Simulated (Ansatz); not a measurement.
A set of related cells and their density of states at the Fermi level.

Cell A: Hf (hcp, P6₃/mmc), 2 atoms in the cell, k-point mesh 24×24×12 on the run's own vectors.
```
CELL_PARAMETERS angstrom
      3.20450     0.00000     0.00000
     -1.60225     2.77518     0.00000
      0.00000     0.00000     5.07234
ATOMIC_POSITIONS crystal
  Hf 0.33333 0.66667 0.25000
  Hf 0.66667 0.33333 0.75000
```

Cell B: Ta (bcc, Im-3m), 1 atom in the cell, k-point mesh 26×26×26 on the run's own vectors.
```cif
data_Ta2
_chemical_formula_sum 'Ta2'
_space_group_name_H-M_alt 'Im-3m'
_space_group_IT_number 229
_space_group_name_Hall '-I 4 2 3'
_cell_length_a 3.32043
_cell_length_b 3.32043
_cell_length_c 3.32043
_cell_angle_alpha 90.000
_cell_angle_beta 90.000
_cell_angle_gamma 90.000
loop_
_atom_site_label
_atom_site_type_symbol
_atom_site_symmetry_multiplicity
_atom_site_Wyckoff_symbol
_atom_site_fract_x
_atom_site_fract_y
_atom_site_fract_z
_atom_site_occupancy
Ta1 Ta 2 a 0.00000 0.00000 0.00000 1
```
(The calculation used a cell of 1 atom; values per cell refer to that cell.)

Cell C: W (bcc, Im-3m), 1 atom in the cell; spin state with PBE: run without spin, k-point mesh 26×26×26 on the run's own vectors.
W is taken in the cubic space group Im-3m (No. 229), the bcc (W type) structure, Pearson symbol cI2. Conventional cell: a = 3.1837 Å, b = 3.1837 Å, c = 3.1837 Å, α = 90.00°, β = 90.00°, γ = 90.00°. W on 2a has 8 W at 2.757 Å and 6 W at 3.184 Å. (Neighbours: up to the widest gap in distance over summed covalent radii, below 1.35, at either atom.)
(The calculation used a cell of 1 atom; values per cell refer to that cell.)

Cell D: Re (hcp, P6₃/mmc), 2 atoms in the cell; spin state with PBE: run without spin, k-point mesh 24×24×14 on the run's own vectors.
```
CELL_PARAMETERS angstrom
      2.77644     0.00000     0.00000
     -1.38822     2.40446     0.00000
      0.00000     0.00000     4.48079
ATOMIC_POSITIONS crystal
  Re 0.33333 0.66667 0.25000
  Re 0.66667 0.33333 0.75000
```

Cell E: Os (hcp, P6₃/mmc), 2 atoms in the cell; spin state with PBE: run without spin, k-point mesh 30×30×14 on the run's own vectors.
Os has the hexagonal space group P6₃/mmc (No. 194), the hcp (Mg type) structure, Pearson symbol hP2. Lattice parameters: a = b = 2.755 Å, c = 4.347 Å, α = β = 90.00°, γ = 120.00°. Os on 2c has 12 Os at 2.693–2.755 Å (anticuboctahedral). (Neighbours: up to the widest gap in distance over summed covalent radii, below 1.35, at either atom.)

Cell F: Ir (fcc, Fm-3m), 1 atom in the cell; spin state with PBE: run without spin, k-point mesh 26×26×26 on the run's own vectors.
```yaml
crystal:
  lattice:
    - [0.00000, 1.93579, 1.93579]
    - [1.93579, 0.00000, 1.93579]
    - [1.93579, 1.93579, 0.00000]
  atoms:
    - { symbol: Ir, position: [0.00000, 0.00000, 0.00000] }
```

Cell G: Pt (fcc, Fm-3m), 1 atom in the cell, k-point mesh 26×26×26 on the run's own vectors.
```
CELL_PARAMETERS angstrom
      0.00000     1.98610     1.98610
      1.98610     0.00000     1.98610
      1.98610     1.98610     0.00000
ATOMIC_POSITIONS crystal
  Pt 0.00000 0.00000 0.00000
```

Cell H: Au (fcc, Fm-3m), 1 atom in the cell, k-point mesh 24×24×24 on the run's own vectors.
```cif
data_Au
_chemical_formula_sum 'Au1'
_space_group_name_H-M_alt 'P 1'
_space_group_IT_number 1
_cell_length_a 2.94011
_cell_length_b 2.94011
_cell_length_c 2.94011
_cell_angle_alpha 60.000
_cell_angle_beta 60.000
_cell_angle_gamma 60.000
loop_
_space_group_symop_operation_xyz
  'x, y, z'
loop_
_atom_site_label
_atom_site_type_symbol
_atom_site_fract_x
_atom_site_fract_y
_atom_site_fract_z
_atom_site_occupancy
Au1 Au 0.00000 0.00000 0.00000 1
```

All numbers come from Ansatz (a quantum-chemistry and plane-wave program), plane waves with PAW, its default PAW set, cutoff 420 eV, 500 eV for r2SCAN. The structures are at rest with PBE; other levels are single points on them. Neutral cells; Fermi-Dirac smearing of at most 0.10 eV in the solids, energies taken to zero width. The lattices are those relaxed with PBE, so at other levels the solids can be strained, which adds to the spread. Spin-orbit coupling is left out. A dispersion term ran beside these levels; it doesn't touch the electrons. Both spins, broadened by a Gaussian of 0.2 eV on the run's mesh.

Predict the density of states at the Fermi level (states/eV per atom) of each cell with r2SCAN.


| cell | r2SCAN |
|---|---|
| A | 0.72 |
| B | 1.3 |
| C | 0.41 |
| D | 0.80 |
| E | 0.60 |
| F | 0.87 |
| G | 1.7 |
| H | 0.25 |

With r2SCAN the value is lowest for H and highest for G.

Does the picture change with the functional?


| cell | PBE |
|---|---|
| A | 0.85 |
| B | 1.3 |
| C | 0.47 |
| D | 0.84 |
| E | 0.62 |
| F | 0.93 |
| G | 1.8 |
| H | 0.27 |

With PBE the value is lowest for H and highest for G.
